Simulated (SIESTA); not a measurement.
A working SIESTA input for ScCu₃ (Fm-3m, 4 atoms in the cell) (DFT, GGA PBEsol, numerical atomic orbitals DZP, PseudoDojo PBEsol standard norm-conserving potentials (rewritten from UPF to PSML)):

```
# files in the folder: Sc.psml Cu.psml (PseudoDojo PBEsol standard)
SystemName  ScCu3
SystemLabel sccu3

NumberOfAtoms                4
NumberOfSpecies              2
%block ChemicalSpeciesLabel
  1 21 Sc
  2 29 Cu
%endblock ChemicalSpeciesLabel
LatticeConstant              4.194737 Ang
%block LatticeVectors
     0.000000000    0.707106786    0.707106786
     0.707106786    0.000000000    0.707106786
     0.707106786    0.707106786    0.000000000
%endblock LatticeVectors
AtomicCoordinatesFormat      Ang
%block AtomicCoordinatesAndAtomicSpecies
     0.000000000    0.000000000    0.000000000  1
     2.966127000    2.966127000    2.966127000  2
     1.483063500    1.483063500    1.483063500  2
     4.449190500    4.449190500    4.449190500  2
%endblock AtomicCoordinatesAndAtomicSpecies

XC.functional                GGA
XC.authors                   PBEsol
PAO.BasisSize                DZP
PAO.EnergyShift              0.01 Ry
MeshCutoff                   350 Ry
%block kgrid.MonkhorstPack
   11   0   0  0.5
    0  11   0  0.5
    0   0  11  0.5
%endblock kgrid.MonkhorstPack
OccupationFunction           FD
ElectronicTemperature        0.1 eV

MaxSCFIterations             150
SCF.Mixer.Method             Pulay
SCF.Mixer.Weight             0.1
SCF.Mixer.History            6
SCF.DM.Tolerance             1.0E-05
Diag.ParallelOverK           true
WriteForces                  true
Charge.Mulliken              end
```

The run converged in 15 iterations: free energy E − TS -16777.6275 eV; Fermi level (on the code's own zero) -2.76 eV; pressure 3.24 GPa. Each of these slips is then made, one at a time:

(1)
```diff
-SystemName  ScCu3
+SystemName  sccu3
-NumberOfAtoms                4
+NumberOfAtoms                5
```

(2)
```diff
+NetCharge                    1.0
```

Problem. How does each altered input end?

Solution. 
(1) An atom count that does not match the list of atoms. The program stopped before any SCF iteration.

(2) An unintended net charge. The run converged in 26 iterations without an error; against the sound input the pressure goes from 3.24 to 1.51 GPa. The full log also holds: “madelung: WARNING: Charged system, but not an atom or molecule.” and “madelung: WARNING: Energy correction terms can not be applied.”.

The starting cell comes from a database of computed structures (which also holds hypothetical and non-ambient phases and stackings), without a prior relaxation at this level. Its lattice was rescaled by a random factor within 2.5 % of one. Spin polarisation is off. Values carry the incompleteness of an atom-centred basis. In the base run, with a pressure of about 3 GPa the cell is away from its equilibrium volume at this level.

Left out of this page: 3 runs of the series outside the window shown, repeating another row's setting, or not comparable.
